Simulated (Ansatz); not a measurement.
MgTe: response to strain

Take MgTe in the zinc blende structure (space group F-43m, No. 216; a = 6.368 Å) as the base. Axes: x, y, z lie along the cube axes.

Strains are applied to the cell and any free atomic positions relax; under biaxial strain the out-of-plane vector relaxes too.

Calculations: Ansatz (an electronic-structure program), LDA, PAW, cutoff 420 eV, no spin-orbit coupling.

```tsv
biaxial strain, plane normal [111], relaxed out of plane (%)	band gap (eV)
0	2.38
0.42	?
0.83	2.27
1.25	2.22
1.67	2.16
2.08	2.11
2.5	2.05
```

Task: Fit E_g = E₀ + Dε (ε in %) to the rows shown and predict the withheld row.

Result: Least squares on the printed values gives E₀ = 2.38 eV, D = -131 meV per % of strain (largest residual 0.00 eV); this predicts 2.33 eV, and the run gives 2.33 eV, in agreement.

Spin-orbit coupling, missing from the scalar runs, can matter with Te. No phonon test of stability was made.
